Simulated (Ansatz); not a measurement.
Ansatz (a first-principles code) run on ZrCu5 (R3m, 6 atoms in the cell): self-consistent single point.

Method of the run: LDA (PW92), default PAW files made with PBE (plane waves; Ansatz).

```yaml
crystal:
  lattice:
    - [0.00000, 3.42178, 3.42178]
    - [3.42178, 0.00000, 3.42178]
    - [3.42178, 3.42178, 0.00000]
  atoms:
    - { symbol: Zr, position: [0.00422, 0.00422, 0.00422] }
    - { symbol: Cu, position: [0.75000, 0.75000, 0.75000] }
    - { symbol: Cu, position: [0.37589, 0.87233, 0.37589] }
    - { symbol: Cu, position: [0.37589, 0.37589, 0.37589] }
    - { symbol: Cu, position: [0.87233, 0.37589, 0.37589] }
    - { symbol: Cu, position: [0.37589, 0.37589, 0.87233] }
```

Reference input (self-consistent single point, DFT, LDA (PW92), plane waves, default PAW files made with PBE): basis.ecutwfc = 420 eV; kpoints.mp_grid.grid = 5 5 5; hamiltonian.xc = lda; hamiltonian.pseudopotentials = {kind: paw} (the program's default PAW files); scf.occupations.method = fermi_dirac; scf.occupations.width = 0.1 eV. This run's input differs from it in these lines:

Ansatz 0.2 input:
```diff
@@ -14,3 +14,3 @@
 basis:
-  ecutwfc: 420.0 eV
+  ecutwfc: 380.0 eV
 kpoints:
```

Output (repeated stretches shortened):

```
SCF iter   1: F=—  HF=-36856.842204 eV  |F-HF|=—  |Δ(HF+E_count)|=         —  Δρ=1.62e-2  dr2=8.70e-2  ethr=1.77e-3  ⟨swp⟩=5.1  Hψ=3697  notcnv=0  defer=23
all-band conjugate gradients solve this SCF's bands
preconditioner: auto → Resta (q_TF=auto, 2.863 Å⁻¹)
SCF iter   2: F=—  HF=-36856.815782 eV  |F-HF|=—  |Δ(HF+E_count)|=   2.64e-2  Δρ=2.90e-3  dr2=8.13e-3  ethr=8.13e-5  ⟨swp⟩=2.1  Hψ=2137  notcnv=0  defer=47
   [... lines left out ...]
SCF iter   4: F=—  HF=-36856.813975 eV  |F-HF|=—  |Δ(HF+E_count)|=   6.01e-4  Δρ=3.09e-4  dr2=7.40e-5  ethr=2.64e-6  ⟨swp⟩=1.7  Hψ=1489  notcnv=0  defer=47
SCF iter   5: F=—  HF=-36856.813988 eV  |F-HF|=—  |Δ(HF+E_count)|=   1.25e-5  Δρ=2.07e-4  dr2=2.38e-5  ethr=6.92e-8  ⟨swp⟩=2.2  Hψ=1803  notcnv=0  defer=47
SCF iter   6: F=—  HF=-36856.813983 eV  |F-HF|=—  |Δ(HF+E_count)|=   5.05e-6  Δρ=2.59e-5  dr2=3.82e-7  ethr=2.23e-8  ⟨swp⟩=2.0  Hψ=1840  notcnv=0  defer=47
SCF iter   7: F=-36856.813983 eV  HF=-36856.813983 eV  |F-HF|=3.43e-8  |Δ(HF+E_count)|=   2.13e-7  Δρ=9.32e-6  dr2=6.08e-8  ethr=9.35e-11  ⟨swp⟩=8.2  Hψ=5184  notcnv=0
SCF 1 converged in 7 iterations: F = -36856.813983 eV  dr2 = 6.08e-8
Free energy (F): -36856.813983 eV
Internal energy: -36856.712732 eV  (E = F + TS)
E sigma→0 (E₀):  -36856.763357 eV
Entropy (-TS):   -0.101251 eV (-16.875 meV/atom)
Fermi energy:    16.229805 eV
--- Forces (eV/Å), atoms counted from 1 ---
  atom   1  Zr    -0.16923325    -0.16923325    -0.16923325
  atom   2  Cu     0.01826067     0.01826067     0.01826067
  atom   3  Cu     0.04927237     0.06329570     0.04927237
  atom   4  Cu    -0.01084786    -0.01084786    -0.01084786
  atom   5  Cu     0.06329570     0.04927237     0.04927237
  atom   6  Cu     0.04927237     0.04927237     0.06329570
--- Stress (GPa, compression-positive) ---
       -8.798173       0.125081       0.125081
        0.125081      -8.798173       0.125081
        0.125081       0.125081      -8.798173
  P = ⅓ Tr σ = -8.7982 GPa (-87.982 kbar)
  The stress holds the Pulay correction. Without it, at fixed plane waves, as pw.x and ABINIT print it: P = -9.3331 GPa
```

The run converged in 7 iterations. Against the reference run the free energy goes up by 2.6 meV/atom, the pressure moves little (-8.85 to -8.80 GPa) and the largest force stays at 0.293 eV/Å.

The starting cell comes from a database of computed structures (which also holds hypothetical and non-ambient phases and stackings), without a prior relaxation at this level. Its lattice was rescaled by up to half a per cent. One atom was moved a little off its site on purpose. Spin polarisation is off. Ansatz's pressure includes its estimate of the finite-basis (Pulay) stress. Without the estimate this run gives -9.33 GPa. The cutoff lies below the one recommended for these files.
